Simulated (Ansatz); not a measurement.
Consider BN in the zinc blende structure (space group F-43m, No. 216).

```yaml
crystal:
  lattice:
    - [0.00000, 1.79027, 1.79027]
    - [1.79027, 0.00000, 1.79027]
    - [1.79027, 1.79027, 0.00000]
  atoms:
    - { symbol: B, position: [0.00000, 0.00000, 0.00000] }
    - { symbol: N, position: [0.25000, 0.25000, 0.25000] }
```

Calculations: Ansatz (a program for electronic structure), LDA, PAW, cutoff 420 eV, spin-orbit coupling left out.

Strains are applied to the cell and any free atomic positions relax.

One change was made to it. Results:

```json
[
 {"quantity": "energy relative to the base (free energy F)", "base": "0 meV/atom", "after": "+54 meV/atom"},
 {"quantity": "gap character", "base": "indirect, Γ → X", "after": "indirect, Γ → X"},
 {"quantity": "hole mass (degenerate bands, along [100])", "base": "0.52 mₑ (at Γ)", "after": "0.50, 0.54, 0.54 mₑ (at Γ)"},
 {"quantity": "mean gap deformation potential ΔEg/Δln V", "base": "–", "after": "-1.2 eV"}
]
```

Which of these changes matches the shifts?
A) isotropic strain +3.00 %
B) isotropic strain −2.00 %
C) isotropic strain −0.50 %
D) isotropic strain +2.50 %

A, isotropic strain +3.00 %. For comparison, the energy relative to the base in the other runs: isotropic strain −2.00 % gives +27 meV/atom; isotropic strain +2.50 % gives +38 meV/atom; isotropic strain −0.50 % gives +1.7 meV/atom.

Masses are band curvatures over ±0.01 Å⁻¹ around the edge. Stability against distortions was not tested.
